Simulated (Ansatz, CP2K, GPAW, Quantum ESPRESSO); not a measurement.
# Code comparison for HfSb4Mo (Cm, 6 atoms in the cell)

Self-consistent single point, at a second geometry (lattice scaled by 0.98). First geometry:

```xyz
6
Lattice="5.1075 -1.8151 0.0000 5.1075 1.8151 0.0000 -4.1387 0.0000 7.2525" Properties=species:S:1:pos:R:3 pbc="T T T"
Hf     0.7570     0.0000     1.3835
Sb     6.8005     0.0000     3.4587
Sb    -0.6620     0.0000     3.9611
Sb     3.6519     0.0000     0.6830
Sb     2.3794     0.0000     6.4104
Mo     5.3130     0.0000     5.8607
```

Shared settings, as Ansatz (a first-principles code) writes them: kpoints.mp_grid.grid = 5 5 2; scf.occupations.method = fermi_dirac; scf.occupations.width = 0.1 eV. Potentials and cutoffs stand in the table.

```csv
code,model,ΔF from the first geometry (meV/atom),pressure (GPa),largest force (eV/Å),cutoff
CP2K,"LDA (Pade form), GPW, DZVP-MOLOPT-SR-GTH basis, GTH-PADE potentials (GTH_POTENTIALS)",-4.2,3.56,0.667,grid 500 Ry
Quantum ESPRESSO,"LDA (PZ), PSlibrary ultrasoft (LDA) pseudopotentials",13.1,5.39,0.572,55 Ry
GPAW,"LDA (Perdew-Wang 92), GPAW PAW datasets LDA (gpaw-data 1.0.1)",9.2,5.00,0.496,600 eV
Ansatz,"LDA (PW92), PAW files made with PBE",13.4,5.58,0.543,default
```

Size of the force on each atom (eV/Å): Sizes of forces hide their directions.

| code | Hf1 | Sb2 | Sb3 | Sb4 | Sb5 | Mo6 |
|---|---|---|---|---|---|---|
| CP2K | 0.098 | 0.471 | 0.430 | 0.667 | 0.387 | 0.069 |
| Quantum ESPRESSO | 0.004 | 0.265 | 0.277 | 0.572 | 0.461 | 0.080 |
| GPAW | 0.018 | 0.239 | 0.258 | 0.496 | 0.456 | 0.042 |
| Ansatz | 0.026 | 0.258 | 0.273 | 0.543 | 0.471 | 0.061 |

On Ansatz's run: spin-orbit coupling is off. Spin polarisation is off.

The spread over the programs that give each value: ΔF from the first geometry within 17.6 meV/atom; pressure within 2.02 GPa; largest force within 0.171 eV/Å.

CP2K uses small atom-centred bases, whose incompleteness enters pressures, forces and empty levels differently from a plane-wave cutoff. Ansatz's pressure is given at a fixed set of plane waves, as the other plane-wave codes print theirs; with its correction for the finite basis it is 5.62 GPa. The same LDA comes in different parametrisations, which differ slightly. In the pressure, CP2K (by 1.82) lies more than 1 GPa from the median of the plane-wave programs. In the force vectors, CP2K (by 0.255) lies more than 0.08 eV/Å from the median of the plane-wave programs.

The shared mesh is coarse (it stands for a supercell whose shortest vector is 16 Å), so the values are not converged in it.

The starting cell comes from a database of computed structures (which also holds hypothetical and non-ambient phases and stackings), without a prior relaxation at this level. Its lattice was rescaled by a random factor within 2.5 % of one. For this run, on top of that: lattice scaled by 0.98.

Keys are those of Ansatz 0.2.
